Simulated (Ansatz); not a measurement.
Consider ZnSe in the zinc blende structure (space group F-43m, No. 216).

Space group F-43m (No. 216); a = b = c = 5.633 Å, α = β = γ = 90.00°

```json
[
 {"atom": "Zn", "site": "4a", "symmetry": "-43m", "x": "0.0000", "y": "0.0000", "z": "0.0000"},
 {"atom": "Se", "site": "4d", "symmetry": "-43m", "x": "0.7500", "y": "0.7500", "z": "0.7500"}
]
```
(The calculation used a cell of 2 atoms; values per cell refer to that cell.)

Computed with PBEsol in Ansatz (plane waves to 420 eV, PAW, spin-orbit coupling left out).

Strains are applied to the cell and any free atomic positions relax.

One change was made to it. Results:

The valley order (the lowest conduction-band minima on the path, energy above the VBM, named in the base's zone) becomes Γ 1.36 eV; L along ⟨111⟩ 2.53 eV; X along ⟨100⟩ 2.73 eV (base: Γ 1.24 eV; L along ⟨111⟩ 2.48 eV; X along ⟨100⟩ 2.80 eV); the pressure goes from zero to 2.11 GPa; the hole mass (degenerate bands, along [100]) becomes 0.10, 0.55, 0.55 mₑ (at Γ) (base: 0.096, 0.58, 0.58 mₑ (at Γ)).

Task: What was done to the base?
A. isotropic strain −0.50 %
B. isotropic strain +1.00 %
C. isotropic strain −1.00 %
D. isotropic strain +3.00 %
E. isotropic strain +1.50 %

Result: C, isotropic strain −1.00 %. For comparison, the valley order in the other runs: isotropic strain +1.50 % gives Γ 1.07 eV; L along ⟨111⟩ 2.40 eV; isotropic strain +3.00 % gives Γ 0.90 eV; L along ⟨111⟩ 2.33 eV; isotropic strain +1.00 % gives Γ 1.12 eV; L along ⟨111⟩ 2.43 eV; isotropic strain −0.50 % gives Γ 1.30 eV; L along ⟨111⟩ 2.50 eV; X along ⟨100⟩ 2.77 eV.

The levels and masses belong to the bands next to the band gap. Effective masses come from finite differences of ±0.01 Å⁻¹. Stability against distortions was not tested.

Ansatz is a first-principles code.
